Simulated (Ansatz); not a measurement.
Take Ti in the hcp (Mg type) structure (space group P6_3/mmc, No. 194; a = 2.864 Å, c = 4.537 Å; relaxed with 0.1 eV smearing) as the base. Axes: x lies along a and z along c of the hexagonal cell.

Method: Ansatz (a program for electronic structure), LDA, PAW, cutoff 420 eV, no spin-orbit coupling.

Before the change:

- Pressure = 0.0 GPa

The change: uniaxial strain ε_xx = +2.00 %, all other strain components held at zero, atoms relaxed at fixed cell.

**Question.** What happens to the energy relative to the base?

**Answer.** The energy rises by 3.3 meV/atom.

**Question.** Estimate the effect on the pressure.

**Answer.** The pressure (mean of the normal stresses, compression positive) goes from zero to -2.4 GPa.

**Question.** Estimate the effect on the largest internal atomic displacement.

**Answer.** The largest internal atomic displacement amounts to 0.024 Å.

Whether these cells are dynamically stable was not tested. The final runs are not spin-polarised.
